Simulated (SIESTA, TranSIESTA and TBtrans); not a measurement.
## Fe chain with one bond stretched by 1.5 Å

System: Fe chain with one bond stretched by 1.5 Å. Leads: straight Fe chain, spacing 2.25 Å. Geometry: as built, not relaxed.

Computed with TranSIESTA and TBtrans, PBE, DZP numerical orbitals (energy shift 0.15 eV), PseudoDojo norm-conserving scalar-relativistic potentials, mesh cutoff 200 Ry, 300 K, spin-polarised (collinear), no spin-orbit coupling; self-consistent non-equilibrium Green functions.

| Item | Value |
|---|---|
| Conductance at 300 K (G0 = 2e²/h) | 0.74 |
| Mean T from −0.5 to 0.5 eV | 0.75 |
| Spin polarisation of the conductance, (up − down)/(up + down) | 0.08 |

Energies count from the leads' Fermi level. Transmissions are for each spin. The energy step is 0.01 eV; narrower resonances are cut or missed.

```
E (eV)  T up  T down  lead channels up       down
------  ----  ------  ----------------  ---------
-1.95   0.53    0.21                 4          1
-1.80   0.52    0.24                 4          1
-1.65   0.53    0.28                 4          1
-1.50   0.57    0.32                 4          1
-1.35   0.62    0.36                 3          1
-1.20   0.67    0.40                 1          1
-1.05   0.71    0.47                 1          3
-0.90   0.74    0.51                 1          3
-0.75   0.77    0.54                 1          4
-0.60   0.78    0.58                 1          4
-0.45   0.79    0.60                 1          4
-0.30   0.79    0.61                 1          4
-0.15   0.79    0.64                 1          4
0.00    0.79    0.68                 1          4
0.15    0.80    0.72                 1          4
0.30    0.81    0.77                 1  band edge
0.45    0.82    0.82                 1  band edge
0.60    0.84    0.88                 1  band edge
0.75    0.87    0.95                 1          4
0.90    0.90    1.00                 1          4
1.05    1.03    1.04                 3          4
1.20    1.18    1.07                 3          4
1.35    1.27    1.10                 3          4
1.50    1.32    1.08                 3          4
1.65    1.35    1.00                 3          2
1.80    1.39    1.16                 3          3
1.95    1.42    1.20                 3          3
```

The magnetic order of the leads was set by the start, and no other order was tried; the separate lead runs end at 3.39 (left) and 3.39 (right) μB an atom. The straight chain is held at its spacing; free chains may zigzag or dimerise.
